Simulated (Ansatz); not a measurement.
Cost and result by functional for the adsorption energy of H on the 1x1 (10-10) surface of wurtzite ZnO (cut with top plane O + Zn), one in a 2x1 cell, started at the site 'hollow O', in Ansatz (plane waves, PAW). Single points on the PBE structure, on one kind of machine; costs are rough ratios of the slab run's core time (references not counted) to the cheapest single point. r2SCAN's cost holds its higher cutoff (500 against 420 eV). Differences are taken against r2SCAN for comparison alone: no measured value is at hand, so the table doesn't rank accuracy. The points keep PBE's geometry, so the relaxation of a polaron and the settling of charge on one site are left out.

Host crystal: wurtzite ZnO, with a band gap (PBE, scalar-relativistic without spin-orbit coupling).

Set-up: 33 atoms, 9.4 Å thick at the start under the adsorbate (thin: gaps and levels are the slab's own); mesh 3x4x1; 0.01 eV smearing; dipole correction on; 16 atoms held, the rest relaxed; no symmetry held; spin-polarised, no spin-orbit, no U, no dispersion correction. The starting moment vanished. At the end it is bonded to O. In PBE it is, or lies within 0.03 eV of, the lowest of the starts that converged. These notes are the PBE run's. r2SCAN: The program's check for a lower electronic state was not made. Adsorption energies are against ½ H2(g). A negative adsorption energy means that the adsorbate is more stable on the surface than in its reference.

```
functional                     relative cost  adsorption energy (eV)  less r2SCAN (eV)
-----------------------------  -------------  ----------------------  ----------------
RPBE                                       1                    0.12             -0.08
r2SCAN                                     2                    0.20              0.00
PBE (the relaxed run's value)              –                   -0.01             -0.21
```

The values span 0.21 eV, while the single points' costs differ by a factor of roughly 2. Differences are of unrounded values.

Ansatz is a program for electronic structure.
